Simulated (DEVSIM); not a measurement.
System: Pd/SiO2/p-Si capacitor, at 300 K.

Layer 1 from the left is SiO2, thickness (nm) 2.00. Layer 2 from the left is Si, thickness (nm) 14000, Na (cm⁻³) 1.6e15.

Metal gate on the left, work function 5.2 eV. Fixed charge at the semiconductor interface -5.1e10 cm⁻² (in units of +e); no interface traps.

This is a model device: material constants are rounded textbook-type values typed into the input, and sizes, dopings and lifetimes were drawn at random. Values at 300 K.

SiO2: gap (eV) 9, affinity (eV) 0.9, permittivity 3.9. Si: gap (eV) 1.124, affinity (eV) 4.05, permittivity 11.7, Nc (cm⁻³) 2.86e19, Nv (cm⁻³) 3.1e19.

Q: Estimate by hand the flat-band voltage, the threshold voltage, and compare with a numerical solution.

A: 
- Flat-band voltage: C = 1.73 μF/cm², work-function difference 0.281 V; VFB = φms − qNf/C = 0.29 V; numerical 0.29 V.
- Threshold voltage: φF = 0.308 V, depletion charge √(4εqNφF) = 1.81e-8 C/cm²; VT = VFB + 2φF + Qd/C = 0.91 V; numerical 0.91 V.

Simulated with DEVSIM: 1D Poisson equation in equilibrium, Boltzmann statistics, complete ionisation; no quantum confinement or tunnelling. Metal contacts follow the ideal Schottky-Mott rule: no Fermi-level pinning, no interface dipoles.
